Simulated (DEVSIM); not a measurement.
Structure: abrupt Si n-p junction, at 400 K.

| layer (left to right) | material | thickness (μm) | Nd (cm⁻³) | Na (cm⁻³) | τn (s) | τp (s) |
|---|---|---|---|---|---|---|
| 1 | Si | 96.0 | 1.2e18 | - | 0.00032 | 0.00032 |
| 2 | Si | 4.00 | - | 2.4e16 | 0.00032 | 0.00032 |

Left contact: ohmic. Right contact: ohmic. Voltage is applied to the left contact. Recombination: SRH at mid-gap, radiative, Auger. Mobility is constant in doping. Where it depends on doping, it is μmin + (μ − μmin)/(1 + (N/Nref)^α).

The device is made up for the run: typed textbook-type constants, with dimensions and the other settings drawn at random. Values at 300 K; Nc and Nv go as T^1.5, mobilities as T to minus their exponent, the gap by Varshni's rule with the affinity fixed. The table also holds parameters that only a changed run uses.

| parameter | Si |
|---|---|
| gap (eV) | 1.124 |
| affinity (eV) | 4.05 |
| permittivity | 11.7 |
| Nc (cm⁻³) | 2.86e19 |
| Nv (cm⁻³) | 3.1e19 |
| μn (cm²/Vs) | 1417 |
| μp (cm²/Vs) | 470 |
| μn,min | 52 |
| μp,min | 45 |
| Nref,n | 9.7e16 |
| Nref,p | 2.2e17 |
| αn | 0.68 |
| αp | 0.72 |
| T exponent of μn | 2.3 |
| T exponent of μp | 2.2 |
| B (cm³/s) | 4.7e-15 |
| Cn (cm⁶/s) | 2.8e-31 |
| Cp (cm⁶/s) | 9.9e-32 |
| Varshni α (eV/K) | 0.000473 |
| Varshni β (K) | 636 |

Model (solved in DEVSIM): 1D drift-diffusion, Boltzmann statistics, complete ionisation; no tunnelling, impact ionisation, image-force lowering or self-heating.

Base results: dark forward voltage at 100 A/cm² (V) 0.558; potential step across the device at zero bias (V) 0.710; largest field in the device at zero bias (V/cm) 89000; dark forward voltage at 1 A/cm² (V) 0.386.

### Question
What follows from this one change: temperature 400 → 250 K?

### Answer
dark forward voltage at 100 A/cm² 0.558 → 0.815 V; potential step across the device at zero bias 0.710 → 0.925 V; largest field in the device at zero bias little changed (88000 V/cm); dark forward voltage at 1 A/cm² 0.386 → 0.709 V.

### Question
What follows from this one change: thickness of layer 1 96 → 290 μm?

### Answer
dark forward voltage at 100 A/cm² 0.558 → 0.573 V; potential step across the device at zero bias little changed (0.710 V); largest field in the device at zero bias little changed (89000 V/cm); dark forward voltage at 1 A/cm² little changed (0.386 V).

### Question
What follows from this one change: thickness of layer 2 4 → 20 μm?

### Answer
dark forward voltage at 100 A/cm² 0.558 → 0.629 V; potential step across the device at zero bias little changed (0.710 V); largest field in the device at zero bias little changed (89000 V/cm); dark forward voltage at 1 A/cm² 0.386 → 0.442 V.

### Question
What follows from this one change: doping Na of layer 2 2.4e+16 → 2.4e+17 cm^-3?

### Answer
dark forward voltage at 100 A/cm² 0.558 → 0.633 V; potential step across the device at zero bias 0.710 → 0.790 V; largest field in the device at zero bias 89000 → 210000 V/cm; dark forward voltage at 1 A/cm² 0.386 → 0.465 V.

### Question
What follows from this one change: doping-dependent mobility in place of the constant one?

### Answer
dark forward voltage at 100 A/cm² 0.558 → 0.595 V; potential step across the device at zero bias little changed (0.710 V); largest field in the device at zero bias little changed (89000 V/cm); dark forward voltage at 1 A/cm² 0.386 → 0.396 V.
